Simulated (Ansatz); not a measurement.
An Ansatz (a quantum-chemistry and plane-wave program) run: C with a change (biaxial strain +3.00 %, plane normal [001], relaxed out of plane); LDA (Ansatz; PAW; 420 eV plane waves; scalar-relativistic without spin-orbit coupling).

Input:

Ansatz 0.2 input:
```yaml
crystal:
  lattice:
    - [2.5722408138, 0, 0]
    - [0, 2.5722408138, 0]
    - [1.2861204069, -1.2861204069, 1.739384649]
  atoms:
    - { symbol: C, position: [0, 0, 0] }
    - { symbol: C, position: [0.75, 0.75, 0.5] }
basis: { ecutwfc: 420, ecutrho_ratio: 4, xc_grid: 2, fft_grid_basis: typed }
kpoints: { mp_grid: { grid: [16, 16, 16] } }
hamiltonian:
  xc: lda
  dispersion: none
  pseudopotentials: { kind: paw }
scf: { occupations: { method: fermi_dirac, width: 0.05 } }
relax: { f_tol: 0.005, max_steps: 50, cell: { stress_tol: 0.01, fix: [a, b, gamma] } }
output: { forces: true, stress: true }
checkpoint: { write: state.ck, write_every: 1000 }
```

Output (explanatory and most iteration lines left out):

```
Relaxation: its limit of steps is 50 (relax.max_steps)
Pseudopotential: C, paw, valence charge 4
Crystal: 2 atoms, lattice volume = 11.509 Å³
Basis set: ecut = 420 eV, 225 PW (Γ), exchange–correlation on 36×36×36 points (8 copies of the dense FFT grid, shifted against one another)
Bands: 8, of which v1, the nominal top of the filled ones, is band 4 counted from 1 (3 counted from 0)
Symmetry: 16 space group operations
Space group: I41/amd (ITA 141), of the structure as read, at distance tolerance 2.3e-5 Å
k-points: 349 of 4096
Functional: x = slater, c = lda
SCF iter   1: F=—  HF=-485.913236 eV  |F-HF|=—  |Δ(HF+E_count)|=         —  Δρ=7.03e-3  dr2=1.91e-3  ethr=1.77e-3  ⟨swp⟩=4.7  Hψ=17980  notcnv=0
SCF iter   2: F=—  HF=-485.912747 eV  |F-HF|=—  |Δ(HF+E_count)|=   4.89e-4  Δρ=3.30e-3  dr2=4.23e-4  ethr=2.39e-5  ⟨swp⟩=1.0  Hψ=5596  notcnv=0
SCF 1 converged in 6 iterations: F = -485.912627 eV  dr2 = 1.76e-11
relax step   1: F+E_penalty+E_count = -485.91262693 eV  Δ(F+E_penalty+E_count) = +0.000e0 eV  max|allowed force component| = 5.551e-17 eV/Å  Δτ_max = 0.0000 Å  P = -18.924 GPa  Ω = 11.509 Å³  fix = [a, b, gamma]  reactions: a -31.885, b -31.885 GPa  (6 SCF iters, dr2 threshold 1.00e-7 eV, accepted)
[... steps on the carried basis left out ...]
relax step   5: F+E_penalty+E_count = -485.91442714 eV  Δ(F+E_penalty+E_count) = +1.362e-5 eV  max|allowed force component| = 1.110e-16 eV/Å  Δτ_max = 0.0000 Å  P = -21.746 GPa  Ω = 11.592 Å³  energy of the carried Pulay correction = -1.445e-5 eV  fix = [a, b, gamma]  reactions: a -32.620, b -32.620 GPa  (6 SCF iters, dr2 threshold 5.68e-8 eV, accepted)
Crystal: 2 atoms, lattice volume = 11.592 Å³
SCF iter   1: F=—  HF=-485.914449 eV  |F-HF|=—  |Δ(HF+E_count)|=         —  Δρ=6.67e-6  dr2=2.05e-10  ethr=1.96e-8  ⟨swp⟩=3.4  Hψ=26773  notcnv=0
SCF iter   2: F=—  HF=-485.914449 eV  |F-HF|=—  |Δ(HF+E_count)|=   2.34e-7  Δρ=3.33e-6  dr2=4.80e-11  ethr=2.56e-12  ⟨swp⟩=2.1  Hψ=3890  notcnv=0
SCF 6 converged in 7 iterations: F = -485.914449 eV  dr2 = 3.69e-20
SCF converged after 7 iterations
Free energy (F): -485.914449 eV
Internal energy: -485.914449 eV  (E = F + TS)
E sigma→0 (E₀):  -485.914449 eV
Fermi energy:    14.571279 eV
--- Forces (eV/Å), atoms counted from 1 ---
  atom   1  C      0.00000000     0.00000000    -0.00000000
  atom   2  C      0.00000000     0.00000000     0.00000000
--- Stress (GPa, compression-positive) ---
      -32.619672       0.000000       0.000000
        0.000000     -32.619672       0.000000
        0.000000       0.000000       0.004349
  P = ⅓ Tr σ = -21.7450 GPa (-217.450 kbar)
--- Relaxed structure (4 steps of the walk, 4 accepted, 2 SCFs on fresh bases) ---
  cell:  # Å, volume = 11.5916 Å³
    - [2.5722408138, 0.0, 0.0]
    - [0.0, 2.5722408138, 0.0]
    - [1.2861204069, -1.2861204069, 1.7519413558271242]
  atoms:
    - { symbol: C, position: [0.0, 0.0, 0.0] }
    - { symbol: C, position: [0.75, 0.75, 0.5] }
```

Whether these cells are dynamically stable was not tested. The cell was made from C in the diamond structure (space group Fd-3m, No. 227) by this change: biaxial strain +3.00 %, plane normal [001], relaxed out of plane.
